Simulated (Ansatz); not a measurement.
ScAs (Fm-3m), PBEsol, DFPT electron-phonon coupling, linearised Boltzmann equation (Ansatz, a program for electronic structure): phonon-limited resistivity 14.3 μΩ·cm at 300 K, 19.9 μΩ·cm at 400 K, current-weighted mean free path 27 nm, Drude plasma energy 3.13 eV.

Q: Estimate the electronic thermal conductivity at 300 K by the Wiedemann-Franz law (L₀ = 2.44×10⁻⁸ W·Ω/K²).

A: L₀T/ρ = 2.44×10⁻⁸ × 300/(14.3×10⁻⁸) = 51.2 W/(m·K). Inelastic scattering puts the true Lorenz number somewhat under L₀ near and below the Debye temperature.

Q: Estimate the resistivity of a 80 nm square wire with diffuse walls from ρ ≈ ρ₀(1 + 3ℓ/4d).

A: 1 + 0.75 × 27/80 = 1.25, so ρ ≈ 17.9 μΩ·cm and a line 1 μm long has 28.0 Ω. The formula is the free-electron limit for d well above ℓ; grain boundaries add to it.

Q: What Drude relaxation time do resistivity and plasma energy imply?

A: ω_p = 4.76e15 s⁻¹, so τ = 1/(ε₀ ω_p² ρ) = 34.9 fs, a damping ħ/τ of 18.8 meV.

A metal at this level (no band gap). Only scattering by harmonic phonons is included (no impurities, grain boundaries, electron-electron scattering or thermal expansion). Spin-orbit coupling is left out. Halving the electron mesh (28x28x28) moves the resistivity by up to 6 % at 300 K, the mean free path by up to 1 %. Smearing 0.20 eV; phonons on a 5x5x5 q mesh, which this run doesn't test.

Formula and space group known from diffraction (Crystallography Open Database), not checked to be the room-temperature form: ScAs (Fm-3m).
